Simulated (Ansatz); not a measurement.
Consider the following.

```
CELL_PARAMETERS angstrom
      3.72468     0.00000     0.00000
      0.00000     3.72468     0.00000
      0.00000     0.00000     3.72468
ATOMIC_POSITIONS crystal
  Cs 0.00000 0.00000 0.00000
  H  0.50000 0.50000 0.50000
```

Method: PBEsol with spin-orbit coupling, rigid bands (plane waves, PAW; Ansatz, a first-principles code). Condition of this run: spin-orbit coupling switched on. Cell: cell and atoms relaxed with PBEsol.

Question: Predict the hole conductivity mass (n e² τ/σ) at 300 K, by direction if it differs.

Answer: 0.45 mₑ.

Question: What conductivity effective mass do dilute electrons have at 300 K?

Answer: 0.60 mₑ.

Question: And the band gap?

Answer: 2.53 eV at this level; semilocal functionals usually fall short of the measured gap.

Rigid bands, one relaxation time for all states, no polarons.

Computed structure with no diffraction record at hand here (it may be known, metastable or hypothetical): CsH (Pm-3m).
